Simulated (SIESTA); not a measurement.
SIESTA is run on MnF3 (P321, 24 atoms in the cell), and the run fails. The aim is a self-consistent single point with DFT, LDA PW92+U, numerical atomic orbitals DZP, PseudoDojo LDA standard norm-conserving potentials (rewritten from UPF to PSML).

Cell that was meant: a = 8.5766 Å, b = 8.5766 Å, c = 4.6951 Å, α = 90.00°, β = 90.00°, γ = 120.00°.

Part of the input:

```
  0.00 0.00
%endblock DFTU.proj

MaxSCFIterations             2
SCF.Mixer.Method             Broyden
SCF.Mixer.Weight             0.1
SCF.Mixer.History            8
```

Log, with long lists cut:

```
        iscf     Eharris(eV)        E_KS(eV)     FreeEng(eV)     dDmax    Ef(eV) dHmax(eV)
   scf:    1   -29707.435037   -29746.175366   -29746.178227  0.862027 -2.535123 19.176721
     spin moment: {S} , |S| = {        0.0        0.0   24.00000 }    24.00000
   scf:    2   -29779.929982   -29763.858189   -29763.863293  0.140014 -3.661325 14.578447
     spin moment: {S} , |S| = {        0.0        0.0   24.00000 }    24.00000
SCF_NOT_CONV: SCF did not converge in maximum number of steps (required).
SCF_NOT_CONV: SCF did not converge in maximum number of steps (required).
Geom step, scf iteration, dDmax, dHmax:    0     2      0.140014     1.071496
Geom step, scf iteration, dDmax, dHmax:    0     2      0.140014     1.071496

ABNORMAL_TERMINATION
ABNORMAL_TERMINATION
Stopping Program from Node:    0
Stopping Program from Node:    0
```

Q: Diagnose the run.

A: The fault is an iteration limit that is too low. The loop is cut before its threshold is met, so whatever is printed at the end is not self-consistent. To fix it, raise the limit, or leave it to the default. The run ended unconverged after 2 iterations.

An input that runs soundly differs in these lines (not the only fix; some lines may just follow from the change or write a value another way):
```diff
-MaxSCFIterations             2
+MaxSCFIterations             150
```

With that input, the run converged in 21 iterations: free energy E − TS -29787.4054 eV; top of the valence band (on the code's own zero) -6.99 eV; gap on the k-point mesh 0.69 eV; pressure -16.03 GPa; largest force (vector length) 0.515 eV/Å (DFT, LDA PW92+U, numerical atomic orbitals DZP, PseudoDojo LDA standard norm-conserving potentials (rewritten from UPF to PSML)).

On the sound input: the starting cell comes from a database of computed structures (which also holds hypothetical and non-ambient phases and stackings), without a prior relaxation at this level. The magnetic order is the one reached from the typed start; others were not searched systematically. With U or open f shells several self-consistent states can exist. Values carry the incompleteness of an atom-centred basis. With a pressure of about -16 GPa the cell is away from its equilibrium volume at this level.
